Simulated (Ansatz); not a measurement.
Base system: Mg₂Sn (space group Fm-3m, No. 225; relaxed with 0.1 eV smearing).

```yaml
crystal:
  lattice:
    - [0.00000, 3.40879, 3.40879]
    - [3.40879, 0.00000, 3.40879]
    - [3.40879, 3.40879, 0.00000]
  atoms:
    - { symbol: Mg, position: [0.25000, 0.25000, 0.25000] }
    - { symbol: Mg, position: [0.75000, 0.75000, 0.75000] }
    - { symbol: Sn, position: [0.00000, 0.00000, 0.00000] }
```

Cartesian axes are those of the cell as printed.

All numbers come from Kohn–Sham DFT with the PBE functional, run in Ansatz (a quantum-chemistry and plane-wave program) with PAW and 420 eV plane waves, spin-orbit coupling left out.

The change: every lattice vector is stretched by 3.00 %; the atoms relax in the strained cell.

**Question.** Predict the stress tensor and what it implies for the stiffness.

**Answer.** Stress of the strained cell less that of the base (GPa, compression positive):
```
   -2.9     0.0     0.0
    0.0    -2.9     0.0
    0.0     0.0    -2.9
```

Then B = −ΔP/(ΔV/V₀) with ΔV/V₀ = 0.0927 gives secant stiffness values (nonlinear terms included at this strain): B ≈ 32 GPa.

As a check, the harmonic strain energy −½ V₀ Δσ:ε is 22 meV/atom; the computed energy rise is 24 meV/atom.

Stability against distortions was not tested.
